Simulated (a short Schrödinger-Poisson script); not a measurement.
System: MOS inversion layer, Si3N4 on p-type Si(100), at 300 K.

```
layer  material  thickness (nm)  Na (cm⁻³)
-----  --------  --------------  ---------
1         Si3N4             4.4          -
2            Si             910     2.2e17
```

Constants are typed, rounded textbook-type inputs, not results; the design itself was drawn at random and stands for no fabricated device. Si3N4: permittivity 7.5, conduction-band edge (eV) 1.95, gap (eV) 5.1, electron mass (mₑ) 0.5. Si: permittivity 11.7, conduction-band edge (eV) 0, gap (eV) 1.124, Nv at 300 K (cm⁻³) 3.1e19.

Channel valleys (confinement mass, in-plane density-of-states mass, number): Δ2 0.916, 0.19, 2; Δ4 0.19, 0.417, 4. At the gate the conduction-band edge of layer 1 lies 2.23 eV − eVg above the Fermi level of the channel; the field vanishes at the back. Gaps are held at their typed values at every temperature. Mesh 0.03 nm at interfaces.

Solved with a short Schrödinger-Poisson script written for these runs: 1D Poisson equation in equilibrium, electrons classical, Boltzmann, parabolic valleys, classical holes, full ionisation, no traps, pinning or gate leakage.

The same stack at other levels of the model or other numerical settings:

```
run                                          sheet density of all electrons at Vg = 1.9 V (cm⁻²)  sheet density of all electrons at Vg = 0.7 V (cm⁻²)  capacitance at Vg = 1.9 V (μF/cm²)  centroid of the channel electrons at Vg = 1.9 V (nm)  rough cost against the base
-------------------------------------------  ---------------------------------------------------  ---------------------------------------------------  ----------------------------------  ----------------------------------------------------  ---------------------------
base                                                                                     1.28e13                                              2.23e12                                1.46                                                  0.43                      about 1
electrons treated as classical, Fermi-Dirac                                              1.23e13                                              2.19e12                                1.39                                                  0.64                            5
electrons treated as quantum, Hartree                                                    1.09e13                                              1.62e12                                1.29                                                  1.53                           20
mesh six times as coarse                                                                 1.26e13                                              2.19e12                                1.43                                                  0.53                          0.4
```

The classical rows ignore confinement, and Boltzmann statistics overrate the density once the band edge passes the Fermi level.
